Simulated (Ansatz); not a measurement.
An Ansatz (a program for electronic structure) run: PtSe2 with a change (pressure 10 GPa); Ansatz, PBE-D3(BJ), PAW, cutoff 420 eV, without spin-orbit coupling.

Input:

Ansatz 0.2 input:
```yaml
crystal:
  lattice:
    - [3.7277914795, 0, 0]
    - [-1.8638957397, 3.2283621212, 0]
    - [0, 0, 4.5264079972]
  atoms:
    - { symbol: Pt, position: [0, 0, 0] }
    - { symbol: Se, position: [0.6666666667, 0.3333333333, 0.2794016521] }
    - { symbol: Se, position: [0.3333333333, 0.6666666667, 0.7205983479] }
basis: { ecutwfc: 420, ecutrho_ratio: 4, xc_grid: 2, fft_grid_basis: typed }
kpoints: { mp_grid: { grid: [14, 14, 10] } }
hamiltonian:
  xc: pbe
  dispersion: d3bj
  pseudopotentials: { kind: paw }
scf: { occupations: { method: fermi_dirac, width: 0.05 } }
relax: { f_tol: 0.01, max_steps: 60, cell: { stress_tol: 0.02, p_target: 10 } }
output: { forces: true, stress: true }
checkpoint: { write: state.ck, write_every: 1000 }
```

Output (explanatory and most iteration lines left out):

```
Relaxation: its limit of steps is 60 (relax.max_steps)
Pseudopotential: Pt, paw, valence charge 18
Pseudopotential: Se, paw, valence charge 16
Crystal: 3 atoms, lattice volume = 54.474 Å³
Basis set: ecut = 420 eV, 1071 PW (Γ), exchange–correlation on 50×50×64 points (8 copies of the dense FFT grid, shifted against one another)
Bands: 30, of which v1, the nominal top of the filled ones, is band 25 counted from 1 (24 counted from 0)
Symmetry: 12 space group operations
Space group: P-3m1 (ITA 164), of the structure as read, at distance tolerance 3.8e-5 Å
k-points: 208 of 1960
Functional: x = pbe(κ = 0.804, μ = 0.2195149727645171), c = pbe(β = 0.06672455060314922)
SCF iter   1: F=—  HF=-23463.636363 eV  |F-HF|=—  |Δ(HF+E_count)|=         —  Δρ=4.20e-3  dr2=8.63e-3  ethr=1.77e-3  ⟨swp⟩=5.8  Hψ=24350  notcnv=0
SCF iter   2: F=—  HF=-23463.636617 eV  |F-HF|=—  |Δ(HF+E_count)|=   2.55e-4  Δρ=1.53e-3  dr2=5.89e-4  ethr=1.73e-5  ⟨swp⟩=2.0  Hψ=9141  notcnv=0
SCF 1 converged in 7 iterations: F = -23463.636763 eV  dr2 = 8.38e-9
relax step   1: F+E_penalty+E_count = -23463.63676334 eV  Δ(F+E_penalty+E_count) = +0.000e0 eV  max|allowed force component| = 2.883e-4 eV/Å  Δτ_max = 0.0000 Å  P = +7.504 GPa  Ω = 54.474 Å³  (7 SCF iters, dr2 threshold 1.00e-7 eV, accepted)
[... steps on the carried basis left out ...]
relax step   6: F+E_penalty+E_count = -23463.57721781 eV  Δ(F+E_penalty+E_count) = +2.637e-4 eV  max|allowed force component| = 4.114e-4 eV/Å  Δτ_max = 0.0000 Å  P = +10.004 GPa  Ω = 53.381 Å³  stress off target by 4.24e-3 GPa  SCF on the basis re-selected at this cell (its energy is not comparable with the rows above)  (6 SCF iters)
SCF converged after 6 iterations
Free energy (F): -23463.577218 eV
Internal energy: -23463.572539 eV  (E = F + TS)
E sigma→0 (E₀):  -23463.574878 eV
Entropy (-TS):   -0.004679 eV (-1.560 meV/atom)
Fermi energy:    15.857618 eV
  E_disp       = -1.642100  (pairwise vdW)
--- Forces (eV/Å), atoms counted from 1 ---
  atom   1  Pt     0.00000000     0.00000000     0.00000000
  atom   2  Se     0.00000000     0.00000000     0.00041142
  atom   3  Se    -0.00000000    -0.00000000    -0.00041142
--- Stress (GPa, compression-positive) ---
       10.004245      -0.000000       0.000000
       -0.000000      10.004245       0.000000
        0.000000       0.000000      10.004115
  P = ⅓ Tr σ = 10.0042 GPa (100.042 kbar)
--- Relaxed structure (5 steps of the walk, 4 accepted, 1 SCFs on fresh bases) ---
  cell:  # Å, volume = 53.3807 Å³
    - [3.71467203158088, -2.8765916077163026e-11, 1.9894497015284956e-18]
    - [-1.8573360157655276, 3.2170003460909755, -1.9894497015284963e-18]
    - [2.415655781335298e-18, -1.3946795156483458e-18, 4.466965127993661]
  atoms:
    - { symbol: Pt, position: [3.0113117765332517e-35, -4.854863653894445e-38, -1.5968543904367194e-20] }
    - { symbol: Se, position: [0.6666666666666666, 0.3333333333333332, 0.2821048192002428] }
    - { symbol: Se, position: [0.3333333333333333, 0.6666666666666665, 0.7178951807997572] }
```

Load acts through the strain it causes; cell and atoms are relaxed under it. No phonon test of stability was made. No other phases were tried under pressure. The final runs are not spin-polarised. The cell was made from PtSe2 in the CdI2 type structure (space group P-3m1, No. 164; layered) by this change: pressure 10 GPa.
